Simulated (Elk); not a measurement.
Elk run on CdIn (P-6m2, 2 atoms in the cell): self-consistent single point.

Level of theory: PBEsol, all-electron FP-LAPW, Elk's shipped species files, APW+lo basis with extra local orbitals run with Elk.

The change in words: lattice scaled by 0.98. Reference geometry:
```
CdIn
1.0
    3.21861     0.00000     0.00000
   -1.60931     2.78740     0.00000
    0.00000     0.00000     5.91615
Cd In
1 1
Cartesian
  0.00000   0.00000   2.95807
  1.60931   0.92913   0.00000
```

Reference input (self-consistent single point, DFT, PBEsol, all-electron FP-LAPW, Elk's shipped species files, APW+lo basis with extra local orbitals): xctype = 22; rgkmax = 7.5; stype = 3; swidth = 0.00367493 Ha; ngridk = 8 8 4; tforce = true; gmaxvr = 18 1/bohr; lmaxapw = 10; lmaxo = 8; nxlo = 2; lorbcnd = true; lradstp = 2. This run's input differs from it in these lines:

```diff
@@ -43,5 +43,5 @@
 avec
-    6.0822963915   -0.0000003147    0.0000000000
-   -3.0411479232    5.2674233457    0.0000000000
-    0.0000000000    0.0000000000   11.1798956533
+    5.9606507093   -0.0000002609    0.0000000000
+   -2.9803251288    5.1620750678    0.0000000000
+    0.0000000000    0.0000000000   10.9562975891
```

Log, with long lists cut:

```
│ Self-consistent loop started │
│ Loop number : 1 │
 total energy                :     -11476.4334398
│ Loop number : 2 │
 total energy                :     -11476.5310014
RMS change in Kohn-Sham potential (target) :   0.6852394928E-01 (  0.1000000000E-05)
Absolute change in total energy (target)   :   0.9756159492E-01 (  0.1000000000E-03)
│ Loop number : 3 │
 total energy                :     -11476.5751556
RMS change in Kohn-Sham potential (target) :   0.6672642308E-01 (  0.1000000000E-05)
Absolute change in total energy (target)   :   0.6854462990E-01 (  0.1000000000E-03)
│ Loop number : 4 │
   [... lines left out ...]
Absolute change in total energy (target)   :   0.6013909115E-03 (  0.1000000000E-03)
│ Loop number : 13 │
 total energy                :     -11474.0441348
RMS change in Kohn-Sham potential (target) :   0.1018123632E-06 (  0.1000000000E-05)
Absolute change in total energy (target)   :   0.2493735592E-03 (  0.1000000000E-03)
│ Loop number : 14 │
 total energy                :     -11474.0441278
RMS change in Kohn-Sham potential (target) :   0.5826204320E-07 (  0.1000000000E-05)
Absolute change in total energy (target)   :   0.6930370182E-04 (  0.1000000000E-03)
Convergence targets achieved

│ Loop number : 15 │

Energies :
 Fermi                       :     0.210356917372
 total energy                :     -11474.0441293

Density of states at Fermi energy :    25.96678447
 (states/Hartree/unit cell)

Estimated indirect band gap :   0.5106020915E-02
 from k-point     20 to k-point     45
Estimated direct band gap   :   0.1517811182E-01
 at k-point      6

Charges :
 core                        :    60.00000000
 valence                     :    37.00000000
 interstitial                :    3.110377132
 muffin-tins (core leakage)
  species :    1 (Cd)
   atom    1                 :    46.57156719     (  0.2423278080E-03)
  species :    2 (In)
   atom    1                 :    47.31805568     (  0.1299397281E-03)
 total in muffin-tins        :    93.88962287
   [... lines left out ...]
   total force               :    -0.00000000   -0.00000000    0.00000000
   total magnitude           :     0.00000000
 species :    2 (In)
  atom :    1
   Hellmann-Feynman          :     0.00000000    0.00000000    0.00000000
   IBS                       :    -0.00000000   -0.00000000    0.00000000
   total force               :     0.00000000    0.00000000    0.00000000
   total magnitude           :     0.00000000
```

The run converged in 15 iterations. The count includes the last loop, which Elk runs after its targets are met. Against the reference run the free energy falls by 30.5 meV/atom.

The starting cell comes from a database of computed structures (which also holds hypothetical and non-ambient phases and stackings), without a prior relaxation at this level. Its lattice was rescaled by a random factor within 2.5 % of one. For this run, on top of that: lattice scaled by 0.98. Values depend on the basis (sphere radii, cutoffs, local orbitals), which need not be converged. The log's line on a gap gives a spacing of levels on this mesh, which the program prints for metals too.
